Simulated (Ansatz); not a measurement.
**Hypothetical R-3m Ga2O3: response to strain**

The parent structure is Ga₂O₃ (space group R-3m, No. 166; a = 2.988 Å, c = 22.852 Å (hexagonal axes); a hypothetical phase, not in the database extracts checked). Axes: x lies along a and z along c of the hexagonal cell.

Strains are applied to the cell and any free atomic positions relax; under biaxial strain the out-of-plane vector relaxes too.

Levels (all Ansatz, an electronic-structure program, PAW): PBEsol (420 eV, no spin-orbit coupling); r2SCAN (500 eV, scalar-relativistic without spin-orbit coupling); HSE06 (420 eV, no spin-orbit coupling).

Band gaps by level, all at the geometries relaxed with PBEsol:

| case | PBEsol | r2SCAN | HSE06 |
|---|---|---|---|
| base | 2.85 eV | 3.51 eV | 4.56 eV |
| biaxial strain −2.22 %, plane normal [001], relaxed out of plane | 3.28 eV | 3.96 eV | [?] |
| isotropic strain −1.91 % | 3.11 eV | 3.79 eV | 4.85 eV |
| isotropic strain +2.92 % | 2.40 eV | [?] | [?] |
| tensor shear ε_yz = +1.61 % | 2.84 eV | 3.50 eV | [?] |

Problem. Complete the table.

Solution. 
- biaxial strain −2.22 %, plane normal [001], relaxed out of plane, HSE06: 5.01 eV
- isotropic strain +2.92 %, r2SCAN: 3.02 eV
- isotropic strain +2.92 %, HSE06: 4.05 eV
- tensor shear ε_yz = +1.61 %, HSE06: 4.55 eV

Single points use the geometry relaxed with PBEsol. HSE06 was sampled on its mesh, a few special points and the semilocal edge points, so its gap is an upper bound. Whether these cells are dynamically stable was not tested.
